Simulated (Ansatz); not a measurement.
The parent structure is LiNbO3 (space group R3c, No. 161).

```yaml
crystal:
  lattice:
    - [2.56838, 1.48285, 4.62904]
    - [-2.56838, 1.48285, 4.62904]
    - [0.00000, -2.96571, 4.62904]
  atoms:
    - { symbol: Li, position: [0.70208, 0.70208, 0.70208] }
    - { symbol: Li, position: [0.20208, 0.20208, 0.20208] }
    - { symbol: Nb, position: [0.98410, 0.98410, 0.98410] }
    - { symbol: Nb, position: [0.48410, 0.48410, 0.48410] }
    - { symbol: O, position: [0.62226, 0.87652, 0.26475] }
    - { symbol: O, position: [0.87652, 0.26475, 0.62226] }
    - { symbol: O, position: [0.26475, 0.62226, 0.87652] }
    - { symbol: O, position: [0.76475, 0.37652, 0.12226] }
    - { symbol: O, position: [0.37652, 0.12226, 0.76475] }
    - { symbol: O, position: [0.12226, 0.76475, 0.37652] }
```

Cartesian axes are those of the cell as printed.

Structures relaxed with r2SCAN (Ansatz, a quantum-chemistry and plane-wave program; PAW; 500 eV plane waves; no spin-orbit coupling), earlier PAW set.

Base:

Simulated powder pattern, Cu Kα, λ = 1.54184 Å (kinematic, ideal powder, no thermal factors, no anomalous dispersion; the 8 strongest lines at most, above 2 %, up to 2θ = 90°):

```tsv
2θ (°)	I/Imax (%)	hkl
23.75	100	(012)
32.72	39	(104)
34.93	23	(110)
42.68	13	(202)
48.61	19	(024)
53.28	27	(116)
56.30	16	(122)
61.25	15	(214)
```

The change: uniaxial strain ε_yy = +5.37 %, all other strain components held at zero; the atoms relax in the strained cell.

Problem. Predict the new powder pattern.

Solution. 
Simulated powder pattern, Cu Kα, λ = 1.54184 Å (kinematic, ideal powder, no thermal factors, no anomalous dispersion; the 8 strongest lines at most, above 2 %, up to 2θ = 90°):

```tsv
2θ (°)	I/Imax (%)	hkl
22.89	53	(1 0 -2)
23.54	100	(012)
32.08	19	(104)
32.56	37	(0 1 -4)
33.57	25	(110)
48.16	19	(024)
52.31	26	(116)
53.28	13	(1 -2 6)
```

The indices refer to the base's conventional cell; one index is shown for lines that coincide. The space group is now Cc (No. 9).

Whether these cells are dynamically stable was not tested.
